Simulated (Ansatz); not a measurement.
Functionals compared on a constructed model of the (111)B surface of 3C silicon carbide, C-terminated, (√3x√3)R30° Ag adatom at H3 (bottom of the slab: 3 H on 3 bottom sites), in Ansatz (plane waves, PAW). The structure was relaxed with PBE; the other rows are single points on it. Cutoff 420 eV (500 eV for r2SCAN).

Slab: 28 atoms, 11.2 Å thick at the start with caps and adatoms (thin: gaps and levels are the slab's own); k 6x6x1, smearing 0.025 eV, dipole-corrected; 6 atoms held, the rest relaxed; symmetry of the start imposed; no spin (no spin-polarised run to compare, though such a face may carry moments), no spin-orbit, no U. The slab shows no gap on its mesh. It is one candidate, not shown to be the stable structure of the face. These notes are the PBE run's.

```
functional  work function of the top face (eV)  rough cost of the single point
----------  ----------------------------------  ------------------------------
PBE                                       4.17                               –
r2SCAN                                       …        roughly 120 core-seconds
```

Complete the blanks.


- r2SCAN, work function of the top face (eV): 4.12

Ansatz is an electronic-structure program.
